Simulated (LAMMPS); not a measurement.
MD of Ag (fcc) at zero pressure over temperature, 4000 atoms; each row names its start.

Level of theory: classical MD, pair style eam, the elements' _u3.eam files (universal-3 set of Foiles, Baskes and Daw) (LAMMPS).

| T (K), start | state | volume | enthalpy | first peak of g(r) | coordination number | D(Ag) |
|---|---|---|---|---|---|---|
| 100, crystal | crystal; no diffusion seen in 30 ps | 17.2020 ± 0.0001 Å³/atom | -2.8240 ± 0.0001 eV/atom | 2.90 Å, height 13.5 | 12.0 (counted to 3.46 Å) | - |
| 200, crystal | crystal; no diffusion seen in 30 ps | 17.3038 ± 0.0002 Å³/atom | -2.7976 ± 0.0001 eV/atom | 2.90 Å, height 9.6 | 12.0 (counted to 3.54 Å) | - |
| 300, crystal | crystal; no diffusion seen in 30 ps | 17.4101 ± 0.0003 Å³/atom | -2.7709 ± 0.0001 eV/atom | 2.90 Å, height 7.8 | 12.0 (counted to 3.50 Å) | - |
| 740, crystal | crystal; no diffusion seen in 30 ps | 17.9429 ± 0.0006 Å³/atom | -2.6480 ± 0.0001 eV/atom | 2.90 Å, height 4.8 | 12.0 (counted to 3.58 Å) | - |
| 930, crystal | crystal; no diffusion seen in 30 ps | 18.2217 ± 0.0005 Å³/atom | -2.5910 ± 0.0001 eV/atom | 2.89 Å, height 4.1 | 12.1 (counted to 3.62 Å) | - |
| 1110, crystal | crystal; no diffusion seen in 30 ps | 18.532 ± 0.001 Å³/atom | -2.5332 ± 0.0002 eV/atom | 2.89 Å, height 3.7 | 12.1 (counted to 3.66 Å) | - |
| 860, melt | liquid | 19.130 ± 0.005 Å³/atom | -2.5034 ± 0.0005 eV/atom | 2.84 Å, height 3.4 | 13.0 (counted to 3.94 Å) | (7.3 ± 0.2) × 10^-6 cm²/s |
| 1110, melt | liquid | 19.886 ± 0.006 Å³/atom | -2.4064 ± 0.0005 eV/atom | 2.83 Å, height 3.0 | 12.6 (counted to 3.94 Å) | (2.270 ± 0.009) × 10^-5 cm²/s |
| 1240, melt | liquid | 20.298 ± 0.003 Å³/atom | -2.3572 ± 0.0003 eV/atom | 2.82 Å, height 2.9 | 12.6 (counted to 3.98 Å) | (3.22 ± 0.04) × 10^-5 cm²/s |
| 1360, melt | liquid | 20.733 ± 0.005 Å³/atom | -2.3103 ± 0.0004 eV/atom | 2.82 Å, height 2.8 | 12.4 (counted to 3.98 Å) | (4.51 ± 0.08) × 10^-5 cm²/s |
| 1540, melt | liquid | 21.405 ± 0.009 Å³/atom | -2.2424 ± 0.0005 eV/atom | 2.80 Å, height 2.6 | 12.3 (counted to 4.02 Å) | (6.00 ± 0.04) × 10^-5 cm²/s |
| 1730, melt | liquid | 22.173 ± 0.006 Å³/atom | -2.1720 ± 0.0003 eV/atom | 2.81 Å, height 2.5 | 11.6 (counted to 3.98 Å) | (8.3 ± 0.1) × 10^-5 cm²/s |
| 1980, melt | liquid | 23.33 ± 0.03 Å³/atom | -2.079 ± 0.001 eV/atom | 2.80 Å, height 2.3 | 11.3 (counted to 4.02 Å) | (1.16 ± 0.02) × 10^-4 cm²/s |

Measured linear expansion coefficient: 18.90 1e-6/K at 293 K (Kaye and Laby Online (NPL), 2.3.5 Thermal expansion).

Measured melting point: 1235 K (Wikipedia, Melting points of the elements (data page)).

Caution (rows 860, melt; 1110, melt): this liquid lies under the melting point of about 1150 K that EAM-type universal-3 set of Foiles, Baskes and Daw gives, so it is undercooled.

Caution (row 1980, melt): enthalpy drifts during the constant-pressure average: a transition or slow ageing; fluctuation values are void.

From the crystal rows between 100 and 300 K, estimate the mean linear expansion coefficient and the heat capacity. The slope of ln V over three gives 20 × 10^-6 /K, and dH/dT = 3.1 kB/atom. Nuclei are classical here, so the heat capacity stays near 3 kB/atom, where a real crystal's falls off below its Debye temperature.

Fit an Arrhenius law to the diffusion of Ag in the liquid. ln D against 1/T from 860 to 1980 K gives an activation energy of 0.36 eV and D0 = 0.00093 cm²/s.

States go by the mean squared displacement: a species diffuses where it passes 1.5 Å², still rises and gives D over 1e-6 cm²/s; a crystal has left its structure where atoms lie 0.35 Å off their sites on average or a cubic box changes its shape by 3 %, or the axial ratios of another lie 8 % off the starting cell's, which the potential's own relaxation can also do.

Errors of D are the spread over four groups of atoms in one short run; a floor of about 5 %, a picked value, is safer.

Uncertainties are statistical and leave out the potential's own error.
